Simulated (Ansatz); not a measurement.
Be: uniaxial strain ε_xx = −2.50 %

The reference is Be in the hcp (Mg type) structure (space group P6_3/mmc, No. 194; a = 2.255 Å, c = 3.558 Å; relaxed with 0.1 eV smearing). Axes: x lies along a and z along c of the hexagonal cell.

Modification: the cell is compressed by 2.50 % along x with no lateral relaxation; the atoms relax in the strained cell.

Computed with PBEsol (Ansatz, an electronic-structure program), without spin-orbit coupling. k-mesh 29×29×16 (Γ-centred); smearing 0.1 eV (Fermi–Dirac).

```tsv
quantity	base	changed	shift
volume per atom	7.84 Å³	7.64 Å³	-0.20 Å³
shortest interatomic distance	4.166 bohr	4.148 bohr	-0.018 bohr
energy relative to the base (free energy F)	0 meV/atom	+5.3 meV/atom	+5.3 meV/atom
pressure (mean of the normal stresses, compression positive)	0.0 GPa	3.2 GPa	+3.2 GPa
band gap	zero	zero	–
stress (xx, yy, zz, yz, xz, xy; compression positive)	–	(9.1, 0.5, 0.1, 0.0, 0.0, 0.0) GPa	–
```

Final structure:

```
CELL_PARAMETERS angstrom
      2.19877     0.00000     0.00000
     -1.09939     1.95302     0.00000
      0.00000     0.00000     3.55800
ATOMIC_POSITIONS crystal
  Be 0.66471 0.32942 0.75000
  Be 0.33529 0.67058 0.25000
```

No phonon test of stability was made.
